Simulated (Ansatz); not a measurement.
An Ansatz (a quantum-chemistry and plane-wave program) run: Ir; PBEsol, PAW, 420 eV (Ansatz; no spin-orbit coupling).

Input:

Ansatz 0.2 input:
```yaml
crystal:
  lattice:
    - [0, 1.9152403781, 1.9152403781]
    - [1.9152403781, 0, 1.9152403781]
    - [1.9152403781, 1.9152403781, 0]
  atoms:
    - { symbol: Ir, position: [0, 0, 0] }
basis: { ecutwfc: 420, ecutrho_ratio: 4, xc_grid: 2, fft_grid_basis: typed }
kpoints: { mp_grid: { grid: [21, 21, 21] } }
hamiltonian:
  xc: pbesol
  dispersion: none
  pseudopotentials: { kind: paw }
scf: { occupations: { method: fermi_dirac, width: 0.05 }, convergence: { dr2_threshold: 0.0000000001 } }
output: { forces: true, stress: true }
```

Output (explanatory and most iteration lines left out):

```
Pseudopotential: Ir, paw, valence charge 17
Crystal: 1 atoms, lattice volume = 14.051 Å³
Basis set: ecut = 420 eV, 283 PW (Γ), exchange–correlation on 40×40×40 points (8 copies of the dense FFT grid, shifted against one another)
Bands: 13, of which v1, the nominal top of the filled ones, is band 9 counted from 1 (8 counted from 0)
Symmetry: 48 space group operations
Space group: Fm-3m (ITA 225), of the structure as read, at distance tolerance 2.4e-5 Å
k-points: 286 of 9261
Functional: x = pbesol(κ = 0.804, μ = 0.12345679012345678), c = pbesol(β = 0.046)
SCF iter   1: F=—  HF=-11799.038554 eV  |F-HF|=—  |Δ(HF+E_count)|=         —  Δρ=5.49e-3  dr2=1.69e-3  ethr=1.77e-3  ⟨swp⟩=5.1  Hψ=19065  notcnv=0
SCF iter   2: F=—  HF=-11799.038204 eV  |F-HF|=—  |Δ(HF+E_count)|=   3.50e-4  Δρ=2.32e-3  dr2=1.13e-4  ethr=9.91e-6  ⟨swp⟩=2.4  Hψ=7686  notcnv=0
SCF 1 converged in 6 iterations: F = -11799.038357 eV  dr2 = 8.99e-11
SCF converged after 6 iterations
Free energy (F): -11799.038357 eV
Internal energy: -11799.030503 eV  (E = F + TS)
E sigma→0 (E₀):  -11799.034430 eV
Entropy (-TS):   -0.007854 eV (-7.854 meV/atom)
Fermi energy:    25.894988 eV
--- Forces (eV/Å), atoms counted from 1 ---
  atom   1  Ir    -0.00000000     0.00000000    -0.00000000
--- Stress (GPa, compression-positive) ---
       -0.000270       0.000000      -0.000000
        0.000000      -0.000270       0.000000
       -0.000000       0.000000      -0.000270
  P = ⅓ Tr σ = -0.0003 GPa (-0.003 kbar)
```

Whether these cells are dynamically stable was not tested. All final runs are without spin polarisation. The cell is Ir in the fcc (Cu type) structure (space group Fm-3m, No. 225).
